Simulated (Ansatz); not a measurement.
Take Ge in the diamond structure (space group Fd-3m, No. 227) as the base.

```
Ge
1.0
    0.00000     2.83729     2.83729
    2.83729     0.00000     2.83729
    2.83729     2.83729     0.00000
Ge
2
Direct
  0.00000   0.00000   0.00000
  0.25000   0.25000   0.25000
```

Cartesian axes are those of the cell as printed.

Computed with r2SCAN (Ansatz, an electronic-structure program), spin-orbit coupling left out.

Strains are applied to the cell and any free atomic positions relax; under biaxial strain the out-of-plane vector relaxes too.

One change was made to it. Results:

The band gap goes from 0.36 eV to zero; the energy goes up by 30 meV/atom; the pressure (mean of the normal stresses, compression positive) goes from zero to -3.5 GPa; the shortest interatomic distance increases by 0.029 Å to 2.486 Å.

**Question.** Name the change that was made.
A. biaxial strain +1.53 %, plane normal [001], relaxed out of plane
B. biaxial strain +1.59 %, plane normal [111], relaxed out of plane
C. biaxial strain +3.67 %, plane normal [110], relaxed out of plane
D. biaxial strain +0.76 %, plane normal [110], relaxed out of plane

**Answer.** C, biaxial strain +3.67 %, plane normal [110], relaxed out of plane. For comparison, the energy relative to the base in the other runs: biaxial strain +1.59 %, plane normal [111], relaxed out of plane gives +6.1 meV/atom; biaxial strain +1.53 %, plane normal [001], relaxed out of plane gives +4.4 meV/atom; biaxial strain +0.76 %, plane normal [110], relaxed out of plane gives +1.4 meV/atom.

A biaxial case was relaxed in a doubled cell and then solved in the primitive one. The mesh was chosen for an insulator and is coarse for the gapless case. Stability against distortions was not tested. The real Ge has an indirect gap at ambient pressure; r2SCAN orders its close-lying valleys differently. Gaps under 0.05 eV, about the width of the smearing, are given as zero. The zero or small gap of Ge under biaxial strain +3.67 %, plane normal [110], relaxed out of plane, Ge under biaxial strain +1.59 %, plane normal [111], relaxed out of plane, Ge under biaxial strain +1.53 %, plane normal [001], relaxed out of plane and Ge under biaxial strain +0.76 %, plane normal [110], relaxed out of plane can change with the level of theory.
